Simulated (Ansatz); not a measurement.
Base system: MoP (space group P-6m2, No. 187; a = 3.2422 Å, c = 3.1942 Å; relaxed with 0.1 eV smearing).

Calculations: PBE/PAW in Ansatz (a first-principles code), no spin-orbit coupling.

Before the change:

- Pressure: 0.0 GPa

It is then changed as follows: an isotropic linear strain of −1.95 %; the atoms relax in the strained cell.

Q: How does this affect the pressure and energy relative to the base?

A: The pressure (mean of the normal stresses, compression positive) goes from zero to 15.0 GPa; the energy goes up by 37 meV/atom.

Stability against distortions was not tested. The final runs are not spin-polarised. An odd electron count without spin: MoP.
